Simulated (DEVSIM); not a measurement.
System: Cr/Al2O3/p-Ge capacitor, at 300 K.

Layer 1 from the left is Al2O3, thickness (nm) 2.10. Layer 2 from the left is Ge, thickness (nm) 3500, Na (cm⁻³) 2.9e16.

Metal gate on the left, work function 4.5 eV. Fixed charge at the semiconductor interface -5.9e11 cm⁻² (in units of +e); no interface traps.

This is a model device: material constants are rounded textbook-type values typed into the input, and sizes, dopings and lifetimes were drawn at random. Values at 300 K.

Al2O3: gap (eV) 6.8, affinity (eV) 1.35, permittivity 9. Ge: gap (eV) 0.664, affinity (eV) 4, permittivity 16, Nc (cm⁻³) 1.04e19, Nv (cm⁻³) 6e18.

### Question
Estimate by hand the flat-band voltage, the threshold voltage, and compare with a numerical solution.

### Answer

- Flat-band voltage: C = 3.79 μF/cm², work-function difference -0.026 V; VFB = φms − qNf/C = 0.00 V; numerical 0.00 V.
- Threshold voltage: φF = 0.187 V, depletion charge √(4εqNφF) = 7.02e-8 C/cm²; VT = VFB + 2φF + Qd/C = 0.39 V; numerical 0.39 V.

DEVSIM, 1D Poisson equation in equilibrium, Boltzmann statistics, complete ionisation; no quantum confinement or tunnelling. Metal contacts follow the ideal Schottky-Mott rule: no Fermi-level pinning, no interface dipoles.
